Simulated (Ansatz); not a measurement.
Levels about the gap of amorphous Zn₁₂As₁₂Se₃₆ (60 atoms in a cell of 1529 Å³, 4.91 g/cm³; zone centre alone, so wide bands show as single levels with stretches between that a denser mesh fills), at the geometry that PBE-D3(BJ) relaxed, where it gives 0.0 GPa on a denser mesh. The participation number counts the atoms over which a state spreads; weights are charges in smoothed Voronoi cells. The levels come from a single point, so bond lengths are those of that geometry. Method of the levels: PBE-D3(BJ), scalar-relativistic without spin-orbit coupling, PAW (Ansatz default set, large-core Se) (Ansatz, a first-principles code). Sampling: the zone centre alone; Fermi-Dirac width 0.05 eV; no spin polarisation.

A CHGNet melt-quench gave the starting glass, which DFT then relaxed. The hot cell started wider than the set density and was brought back towards it in steps. It is the lowest in DFT energy of 3 quenches. It is a model cell: composition and starting density were chosen by hand, and all elements were melted together. The geometry includes D3(BJ) dispersion. Its density started from a set value of 4.51 and ended at 4.91 g/cm³. Cooling (nominally 79 K/ps over its main leg) ran many orders faster than in experiment, which tends to leave more defects and strain. Values belong to this one cell and scatter from quench to quench. Volume and shape were free in the relaxation.

```json
[
 {"E - E(highest filled), eV": "-0.37", "filling": "filled", "participation number": "29.4", "largest on": "Se, 2 neighbours", "weight Se": "0.77", "weight As": "0.14", "weight Zn": "0.09"},
 {"E - E(highest filled), eV": "-0.36", "filling": "filled", "participation number": "10.8", "largest on": "Se, 2 neighbours", "weight Se": "0.86", "weight As": "0.07", "weight Zn": "0.07"},
 {"E - E(highest filled), eV": "-0.32", "filling": "filled", "participation number": "30.8", "largest on": "Se, 3 neighbours", "weight Se": "0.82", "weight As": "0.09", "weight Zn": "0.09"},
 {"E - E(highest filled), eV": "-0.25", "filling": "filled", "participation number": "36.4", "largest on": "Se, 2 neighbours", "weight Se": "0.78", "weight As": "0.14", "weight Zn": "0.08"},
 {"E - E(highest filled), eV": "-0.15", "filling": "filled", "participation number": "23.9", "largest on": "Se, 2 neighbours", "weight Se": "0.82", "weight As": "0.10", "weight Zn": "0.09"},
 {"E - E(highest filled), eV": "-0.10", "filling": "filled", "participation number": "14.9", "largest on": "Se, 2 neighbours", "weight Se": "0.82", "weight As": "0.12", "weight Zn": "0.06"},
 {"E - E(highest filled), eV": "0.00", "filling": "filled", "participation number": "19.2", "largest on": "Se, 3 neighbours", "weight Se": "0.82", "weight As": "0.10", "weight Zn": "0.08"},
 {"E - E(highest filled), eV": "0.47", "filling": "empty", "participation number": "10.0", "largest on": "As, 2 neighbours", "weight Se": "0.51", "weight As": "0.44", "weight Zn": "0.06"},
 {"E - E(highest filled), eV": "0.98", "filling": "empty", "participation number": "12.3", "largest on": "As, 3 neighbours", "weight Se": "0.53", "weight As": "0.41", "weight Zn": "0.06"},
 {"E - E(highest filled), eV": "1.09", "filling": "empty", "participation number": "18.6", "largest on": "As, 3 neighbours", "weight Se": "0.62", "weight As": "0.31", "weight Zn": "0.07"},
 {"E - E(highest filled), eV": "1.18", "filling": "empty", "participation number": "17.1", "largest on": "Se, 3 neighbours", "weight Se": "0.69", "weight As": "0.22", "weight Zn": "0.09"},
 {"E - E(highest filled), eV": "1.30", "filling": "empty", "participation number": "24.1", "largest on": "As, 2 neighbours", "weight Se": "0.57", "weight As": "0.34", "weight Zn": "0.09"},
 {"E - E(highest filled), eV": "1.57", "filling": "empty", "participation number": "26.8", "largest on": "As, 3 neighbours", "weight Se": "0.65", "weight As": "0.27", "weight Zn": "0.07"},
 {"E - E(highest filled), eV": "1.60", "filling": "empty", "participation number": "29.7", "largest on": "As, 3 neighbours", "weight Se": "0.66", "weight As": "0.27", "weight Zn": "0.07"}
]
```

Most localised among these is the empty level at +0.47 eV, on a As atom, which has 2 neighbours (Se 2.36 Å, Se 2.46 Å).
